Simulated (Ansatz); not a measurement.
Take La₂O₃ (space group P-3m1, No. 164; a = 3.940 Å, c = 6.188 Å) as the base.

Computed with PBE, PAW, 420 eV (Ansatz, a program for electronic structure; no spin-orbit coupling).

One change was made to it. Results:

The band gap hardly moves (3.83 eV against 3.84 eV); the gap character remains indirect, L → M; the density increases by 0.053 g/cm³ (6.50 g/cm³ → 6.56 g/cm³).

Q: Which of these changes matches the shifts?
A) pressure 0.9 GPa
B) pressure 30 GPa
C) pressure 2.1 GPa

A: A, pressure 0.9 GPa. For comparison, the density in the other runs: pressure 2.1 GPa gives 6.62 g/cm³; pressure 30 GPa gives 7.89 g/cm³.

Load acts through the strain it causes; cell and atoms are relaxed under it. Stability against distortions was not tested. No other phases were tried under pressure.
